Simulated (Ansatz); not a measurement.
A self-consistent single point of the (001) slab of Au (cut from a parent of space group no. 225; 4 atoms in the cell) with Ansatz (a program for electronic structure).

Method of the run: PBEsol, default PAW files made with PBE (plane waves; Ansatz).

```
Au
1.0
    2.87634     0.00000     0.00000
   -2.87634     2.87634     0.00000
    0.00000     0.00000    20.10160
Au
4
Cartesian
  0.00000   0.00000   9.03380
 -1.43817   1.43817   7.00000
  0.00000   0.00000  13.10160
 -1.43817   1.43817  11.06770
```

Reference input (self-consistent single point, DFT, PBEsol, plane waves, default PAW files made with PBE): basis.ecutwfc = 420 eV; kpoints.mp_grid.grid = 15 15 1; hamiltonian.xc = pbesol; hamiltonian.pseudopotentials = {kind: paw} (the program's default PAW files); scf.occupations.method = fermi_dirac; scf.occupations.width = 0.1 eV. This run's input differs from it in these lines:

Ansatz 0.2 input:
```diff
@@ -12,3 +12,3 @@
 basis:
-  ecutwfc: 420.0
+  ecutwfc: 840.0
 kpoints:
```

Log, with long lists cut:

```
SCF iter   1: F=—  HF=-52027.196766 eV  |F-HF|=—  |Δ(HF+E_count)|=         —  Δρ=5.06e-3  dr2=1.82e-1  ethr=1.77e-3  ⟨swp⟩=8.0  Hψ=7167  notcnv=0  defer=18
all-band conjugate gradients solve this SCF's bands
preconditioner: auto → LDOS
SCF iter   2: F=—  HF=-52027.195256 eV  |F-HF|=—  |Δ(HF+E_count)|=   1.51e-3  Δρ=4.58e-3  dr2=5.41e-2  ethr=2.39e-4  ⟨swp⟩=2.0  Hψ=2959  notcnv=0  defer=55
   [... lines left out ...]
SCF iter   4: F=—  HF=-52027.183620 eV  |F-HF|=—  |Δ(HF+E_count)|=   6.31e-4  Δρ=1.85e-4  dr2=7.01e-5  ethr=2.96e-6  ⟨swp⟩=3.6  Hψ=3169  notcnv=0  defer=55
SCF iter   5: F=—  HF=-52027.183664 eV  |F-HF|=—  |Δ(HF+E_count)|=   4.44e-5  Δρ=5.11e-5  dr2=4.36e-6  ethr=9.22e-8  ⟨swp⟩=2.0  Hψ=2429  notcnv=0  defer=55
SCF iter   6: F=—  HF=-52027.183665 eV  |F-HF|=—  |Δ(HF+E_count)|=   9.67e-7  Δρ=2.02e-5  dr2=6.52e-7  ethr=5.74e-9  ⟨swp⟩=2.8  Hψ=3523  notcnv=0  defer=55
SCF iter   7: F=-52027.183665 eV  HF=-52027.183665 eV  |F-HF|=1.65e-8  |Δ(HF+E_count)|=   1.46e-7  Δρ=5.00e-6  dr2=4.78e-8  ethr=1.32e-10  ⟨swp⟩=14.5  Hψ=8221  notcnv=0
SCF 1 converged in 7 iterations: F = -52027.183665 eV  dr2 = 4.78e-8
Free energy (F): -52027.183665 eV
Internal energy: -52027.145770 eV  (E = F + TS)
E sigma→0 (E₀):  -52027.164718 eV
Entropy (-TS):   -0.037895 eV (-9.474 meV/atom)
Fermi energy:    5.239433 eV
--- Forces (eV/Å), atoms counted from 1 ---
  atom   1  Au     0.00000000     0.00000000    -0.13244071
  atom   2  Au     0.00000000    -0.00000000     0.05975405
  atom   3  Au     0.00000000     0.00000000    -0.05975405
  atom   4  Au     0.00000000     0.00000000     0.13244071
--- Stress (GPa, compression-positive) ---
       -2.412032       0.000000       0.000000
        0.000000      -2.412032       0.000000
        0.000000       0.000000      -0.091410
  P = ⅓ Tr σ = -1.6385 GPa (-16.385 kbar)
  The stress holds the Pulay correction. Without it, at fixed plane waves, as pw.x and ABINIT print it: P = -1.6389 GPa
```

The run converged in 7 iterations. Against the reference run the free energy falls by 1.2 meV/atom and the largest force stays at 0.132 eV/Å.

The starting cell has typed, rounded lattice constants, without a prior relaxation at this level. The slab is cut from that crystal, and its faces are unrelaxed. Its lattice was rescaled by up to half a per cent. Spin-orbit coupling is off.
